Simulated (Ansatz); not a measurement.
An Ansatz (a program for electronic structure) run: a single point on Rh with a change (tensor shear ε_xy = +0.86 %), its geometry relaxed with PBE; r2SCAN, PAW, 500 eV (Ansatz; no spin-orbit coupling).

Input:

Ansatz 0.2 input:
```yaml
crystal:
  lattice:
    - [0.0164692023, 1.9150235188, 1.9150235188]
    - [1.9150235188, 0.0164692023, 1.9150235188]
    - [1.9314927211, 1.9314927211, 0]
  atoms:
    - { symbol: Rh, position: [0, 0, 0] }
basis: { ecutwfc: 500, ecutrho_ratio: 4, xc_grid: 4, fft_grid_basis: typed }
kpoints: { mp_grid: { grid: [21, 21, 21] } }
hamiltonian:
  xc: r2scan
  dispersion: none
  pseudopotentials: { kind: paw }
scf: { occupations: { method: fermi_dirac, width: 0.05 }, convergence: { dr2_threshold: 0.0000000001 } }
output: { forces: true, stress: true }
checkpoint: { write: state.ck, write_every: 1000 }
```

Output:

```
Pseudopotentials: kind: paw
Pseudopotential: Rh, paw, valence charge 17
Functional definition: r2SCAN
Crystal: 1 atoms, lattice volume = 14.045 Å³
Basis set: ecut = 500 eV, 339 PW (Γ), exchange–correlation on 80×80×80 points (64 copies of the dense FFT grid, shifted against one another)
Bands: 13, of which v1, the nominal top of the filled ones, is band 9 counted from 1 (8 counted from 0)
Symmetry: 8 space group operations
Space group: Immm (ITA 71), of the structure as read, at distance tolerance 2.4e-5 Å
k-points: 1331 of 9261
PAW frozen core: Rh, regenerated for the run's functional
Initial density: superposition of atomic densities (neutral atoms: chi_scale 0, normalization atom), corrected by the library's trained network
Initial wavefunctions: pseudopotential atomic-orbital guess
Eigensolver: davidson
Functional: x = r2scan, c = r2scan; τ floored in thin density (d = 2e-4 eV/Å³)
SCF iter   1: F=—  HF=-6415.258366 eV  |F-HF|=—  |Δ(HF+E_count)|=         —  Δρ=1.01e-2  dr2=3.86e-3  dr2_τ=9.13e-3  ethr=1.77e-3  ⟨swp⟩=5.5  Hψ=99117  notcnv=0
all-band conjugate gradients solve this SCF's bands
preconditioner: auto → none
SCF iter   2: F=—  HF=-6415.268885 eV  |F-HF|=—  |Δ(HF+E_count)|=   1.05e-2  Δρ=5.47e-3  dr2=1.21e-3  dr2_τ=1.89e-4  ethr=2.27e-5  ⟨swp⟩=2.0  Hψ=39912  notcnv=0
SCF iter   3: F=—  HF=-6415.269261 eV  |F-HF|=—  |Δ(HF+E_count)|=   3.77e-4  Δρ=6.00e-4  dr2=4.37e-5  dr2_τ=8.12e-6  ethr=7.09e-6  ⟨swp⟩=2.5  Hψ=29801  notcnv=0
SCF iter   4: F=—  HF=-6415.269276 eV  |F-HF|=—  |Δ(HF+E_count)|=   1.46e-5  Δρ=2.82e-4  dr2=6.39e-6  dr2_τ=1.79e-6  ethr=2.57e-7  ⟨swp⟩=2.0  Hψ=26098  notcnv=0
SCF iter   5: F=—  HF=-6415.269275 eV  |F-HF|=—  |Δ(HF+E_count)|=   4.48e-7  Δρ=8.70e-5  dr2=4.25e-7  dr2_τ=8.06e-8  ethr=3.76e-8  ⟨swp⟩=2.3  Hψ=25573  notcnv=0
SCF iter   6: F=—  HF=-6415.269276 eV  |F-HF|=—  |Δ(HF+E_count)|=   6.25e-7  Δρ=1.58e-5  dr2=8.36e-9  dr2_τ=7.77e-9  ethr=2.50e-9  ⟨swp⟩=2.3  Hψ=25977  notcnv=0
SCF iter   7: F=—  HF=-6415.269276 eV  |F-HF|=—  |Δ(HF+E_count)|=   3.89e-9  Δρ=4.75e-6  dr2=5.34e-10  dr2_τ=7.86e-10  ethr=4.92e-11  ⟨swp⟩=2.4  Hψ=25919  notcnv=0
SCF iter   8: F=-6415.269276 eV  HF=-6415.269276 eV  |F-HF|=3.46e-11  |Δ(HF+E_count)|=  1.98e-10  Δρ=8.90e-7  dr2=4.13e-11  dr2_τ=6.55e-12  ethr=1.00e-12  ⟨swp⟩=4.0  Hψ=57193  notcnv=0
SCF 1 converged in 8 iterations: F = -6415.269276 eV  dr2 = 4.13e-11
SCF converged after 8 iterations
Free energy (F): -6415.269276 eV
Harris-Foulkes:  -6415.269276 eV  (|F-HF|=3.46e-11)
Internal energy: -6415.258580 eV  (E = F + TS)
E sigma→0 (E₀):  -6415.263928 eV
Entropy (-TS):   -0.010696 eV (-10.696 meV/atom)
Fermi energy:    21.595391 eV
--- Per-component energies (eV) ---
  E_band       = -111.406223
  E_kinetic    = 572.406979
  E_local      = -1590.287414  (includes V_loc(G=0)·N_el)
  E_nonlocal   = 355.354690
  E_hartree    = 559.125425
  E_xc         = -216.513717
  E_vxc        = -313.686282  (∫ρ·V_xc dr)
  E_paw        = -3604.173136  (= ΣΔE_a)
  E_vpaw       = -274.674749  (= ΣTr[D̂ρ^β])
  E_aug_tail   = 0.000695  (compensation charges beyond the density's cutoff)
  E_vtau       = 21.228846  (kinetic-family band-sum trace: ∫τ·v_τ [+ j·A + Jᵃ·Aᵃ] dr)
  E_ewald      = -2490.802143
  E_core_change = -0.369959  (= ΣΔE_core)
  E_smearing   = -0.010696  (= −TS)
  E_closure    = 0.000000  (closes the sum)
  Σ components = -6415.269276   (vs F -6415.269276, Δ=0.00e0)
  [band-id]    e_kinetic+e_local+e_nonlocal+2·e_hartree+e_vxc+e_vpaw+e_augmentation_tail+e_vtau = -111.406384   (vs E_band -111.406223, Δ=-1.60e-4)
--- Forces (eV/Å), atoms counted from 1 ---
  atom   1  Rh     0.00000000     0.00000000    -0.00000000
  max |Σ_I F_I| component: 1.23e-32 eV/Å
--- Stress (GPa, compression-positive) ---
       -6.115763      -3.078693       0.000000
       -3.078693      -6.115763      -0.000000
        0.000000      -0.000000      -6.263121
  P = ⅓ Tr σ = -6.1649 GPa (-61.649 kbar)
  The stress holds the Pulay correction. Without it, at fixed plane waves, as pw.x and ABINIT print it: P = -6.2012 GPa
  The stress includes an estimate of the error left by incomplete SCF convergence (largest component 0.0005 GPa).
--- Band table ---
  band table: none
```

Single points use the geometry relaxed with PBE. The cells carry an imposed strain or load. Stability against distortions was not tested. The final runs are not spin-polarised. The cell was made from Rh in the fcc (Cu type) structure (space group Fm-3m, No. 225) by this change: tensor shear ε_xy = +0.86 %.
